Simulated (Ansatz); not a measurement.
# How far to go with the plane-wave cutoff: RbRuF₆ (R3m, 8 atoms in the cell)

```xyz
8
Lattice="3.8229 2.2071 2.5045 -3.8229 2.2071 2.5045 0.0000 -4.4143 2.5045" Properties=species:S:1:pos:R:3 pbc="T T T"
Rb     0.0000     0.0000     3.8067
Ru     0.0000     0.0000     0.0000
F      0.0000    -2.9085     3.6031
F      0.0000     2.9085     3.9104
F      2.5188     1.4542     3.6031
F     -2.5188    -1.4542     3.9104
F     -2.5188     1.4542     3.6031
F      2.5188    -1.4542     3.9104
```
Moments meant for the start (each program seeds them in its own way; μB, in the order of the atoms Rb Ru F F F F F F): 0.0 2.0 0.0 0.0 0.0 0.0 0.0 0.0.

Computed with PBEsol, default PAW files made with PBE (plane waves; Ansatz, a program for electronic structure).

Base settings: basis.ecutwfc = 30.9 Ry; kpoints.mp_grid.grid = 3 3 3; hamiltonian.xc = pbesol; hamiltonian.pseudopotentials = {kind: paw} (the program's default PAW files); magnetization.spin_polarized = true; scf.occupations.method = fermi_dirac; scf.occupations.width = 0.0037 Ry.

The second cell is the first with its lattice scaled by 0.98.

The mesh stays at the base's, so the ladder's end is converged at best in this setting alone.

The first pressure column holds Ansatz's estimate of the finite-basis (Pulay) stress, which hides part of the cutoff error; the other is without it.

Only quantities that move along the ladder and can be compared are tabulated.

The magnetic state is not the same in all runs (site moments differ, or a search went on to a lower state), so steps between rows are not convergence errors alone.

The count of work is k-points × plane waves × bands × iterations; it is no time. 

The starting cell comes from a database of computed structures (which also holds hypothetical and non-ambient phases and stackings), without a prior relaxation at this level. Its lattice was rescaled by up to half a per cent. One atom was moved a little off its site on purpose. With one magnetic atom in the cell only a parallel order is possible.

Steps (basis.ecutwfc): 10.7 Ry; 12.5 Ry; 14 Ry; 15.4 Ry; 16.9 Ry; 18.4 Ry; 21.7 Ry; 24.6 Ry; 27.9 Ry; 30.9 Ry; 33.8 Ry; 37.1 Ry; 41.5 Ry; 46.3 Ry; 54 Ry; 61.7 Ry; 74.2 Ry.

Problem. What is the coarsest basis.ecutwfc that holds the pressure without the Pulay estimate within 0.2 GPa of the last step, with all finer ones?

Solution. 33.8 Ry, at 0.31 of the last step's count of work; the step before is off by 0.60 GPa.

Problem. What is the coarsest basis.ecutwfc that holds the free energy within 5 meV/atom of the last step, with all finer ones?

Solution. 33.8 Ry, at 0.31 of the last step's count of work; the step before is off by 6.1 meV/atom.

Problem. What is the coarsest basis.ecutwfc that holds the pressure within 0.5 GPa of the last step, with all finer ones?

Solution. 24.6 Ry, at 0.19 of the last step's count of work; the step before is off by 0.92 GPa.

```csv
basis.ecutwfc,free energy less the last step's (meV/atom),energy of the compressed cell less the first (meV/atom),pressure (GPa),pressure without the Pulay estimate (GPa),largest difference of a force vector from the last step's (eV/Å),count of work / last
10.7 Ry,35835.69,-18.75,-4.76,-808.97,0.781,0.11
12.5 Ry,20095.98,-106.30,18.70,-558.63,3.638,0.075
14 Ry,11878.16,74.21,18.23,-384.85,3.746,0.077
15.4 Ry,7173.01,-7.48,10.84,-265.10,2.206,0.090
16.9 Ry,4077.57,-49.77,3.19,-172.50,0.627,0.10
18.4 Ry,2275.11,23.43,0.14,-109.33,0.191,0.12
21.7 Ry,604.58,16.66,0.26,-37.36,0.229,0.16
24.6 Ry,164.48,23.95,0.80,-12.13,0.090,0.19
27.9 Ry,30.65,24.98,1.14,-1.98,0.008,0.23
30.9 Ry,6.10,25.50,1.20,0.59,0.004,0.27
33.8 Ry,2.44,25.50,1.21,1.13,0.005,0.31
37.1 Ry,2.01,25.46,1.21,1.19,0.004,0.36
41.5 Ry,1.57,25.42,1.20,1.17,0.003,0.42
46.3 Ry,1.22,25.37,1.19,1.18,0.001,0.50
54 Ry,1.00,25.34,1.19,1.17,0.000,0.62
61.7 Ry,0.47,25.33,1.19,1.16,0.000,0.76
74.2 Ry,0.00,25.33,1.19,1.18,0.000,1.0
```

The energy difference between the two cells stays within 1 meV/atom of the last step's from 27.9 Ry on, the total only from 61.7 Ry on: much of the error is common to both cells and cancels.

At the lowest cutoff the pressure without the Pulay estimate lies 810 GPa under the last step's, the usual sign of Pulay stress in an incomplete plane-wave basis.

Keys are those of Ansatz 0.2.
